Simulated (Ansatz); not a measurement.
# Ru: transverse stress against strain

Ru (hcp, P6_3/mmc, 13.499 Å³/atom at rest, c along z) under a strain ε along c (axis z), the other axes held. r2SCAN in Ansatz, a plane-wave DFT program (PAW, default set), 500 eV, 24×24×14 Γ-centred mesh, Fermi-Dirac smearing 0.10 eV; ions are relaxed within the symmetry of each cell. Stress is positive for a compressed cell.

Here s stands for strain and y for stress xx.

| strain (%) | stress xx (GPa) |
|---|---|
| -1.50 | 3.00 |
| -1.00 | 1.96 |
| -0.50 | 0.96 |
| 0.00 | 0.00 |
| 0.50 | -0.91 |
| 1.00 | -1.78 |
| 1.50 | -2.62 |
| 3.00 | ? |

The 7 complete rows are fitted with a straight line, y against s. Means: s 0, y 0.087. About the means, the sum of products is -13.105 and the sum of squares of s is 7.0000; the slope is their ratio. Least squares gives y = 0.087 - 1.8721·s. Residuals (row less fit): 0.105, 0.001, -0.063, -0.087, -0.061, 0.005, 0.101; standard error 0.085 (degrees of freedom: 5). The slope gives the elastic constant C13 = 187 ± 3 GPa.

Question: Estimate the missing y (s = 3.00); what did the run itself give?

Answer: y = 0.087 - 1.8721 × 3.0 = -5.529 GPa. The calculation gives -4.90 GPa, 0.629 GPa above the prediction (8.0 % of the range of y in the table). The row lies outside the fitted rows, so this is an extrapolation. From the scatter of the fitted rows alone, a prediction at this place has a standard error of 0.133 GPa, so the miss is 4.7 times that.

One order more, fitted to all 13 runs of the series, follows each within 0.02, so the miss is the next term of a smooth law. In a metal these values are sensitive to mesh and smearing; energies are taken to zero smearing, stresses follow the free energy. Rows are the converged runs of the series near zero and its far end; series whose fitted rows scatter by over a few per cent of the range, as at a crossing or softening among them, aren't shown in this form. Most that stay on the fit to the last digits aren't either.
